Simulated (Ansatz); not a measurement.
## Rutile MgH2

All values below come from PBEsol in Ansatz (PAW).

Numerical settings: plane-wave cutoff 500 eV, 6×10×1 k mesh (along the axes of the cell as run), gaussian smearing 0.02 eV, scalar-relativistic PAW data made under PBE.

Cell: relaxed at this level.

```
Item                                 Result
--------------------------------  ---------
surface energy of the (100) face  0.65 J/m²
ionisation potential of the slab    6.01 eV
```

The slab of 18 atoms is relaxed and unreconstructed.

Computed values are for the static lattice.

It cost roughly 2.2 core-minutes of CPU time.

Ansatz is a quantum-chemistry and plane-wave program.
